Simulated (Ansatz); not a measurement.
# A computed series for Ti5Si3: pressure series

Base system: Ti5Si3 (space group P6_3/mcm, No. 193; a = 7.4035 Å, c = 5.0689 Å).

Cell and atoms are relaxed at each pressure.

Level of theory: PBEsol, PAW, 420 eV (Ansatz, a program for electronic structure; no spin-orbit coupling).

Notes on the quantities. enthalpy: H = E + PV relative to the base's energy.

```
case                   enthalpy     density
----------------  -------------  ----------
base                          –  4.47 g/cm³
pressure −2 GPa   -0.19 eV/atom  4.40 g/cm³
pressure −1 GPa   -0.09 eV/atom  4.44 g/cm³
pressure 0.3 GPa  +0.03 eV/atom  4.48 g/cm³
pressure 0.7 GPa  +0.07 eV/atom         [?]
pressure 1.5 GPa  +0.14 eV/atom         [?]
pressure 3 GPa    +0.28 eV/atom  4.55 g/cm³
pressure 5 GPa    +0.46 eV/atom  4.61 g/cm³
pressure 7.5 GPa  +0.69 eV/atom  4.68 g/cm³
pressure 10 GPa   +0.91 eV/atom  4.74 g/cm³
```

Task: Complete the table.

Result: 
- pressure 0.7 GPa, density: 4.49 g/cm³
- pressure 1.5 GPa, density: 4.51 g/cm³

Load acts through the strain it causes; cell and atoms are relaxed under it. No phonon test of stability was made. No other phases were tried under pressure. All final runs are without spin polarisation.
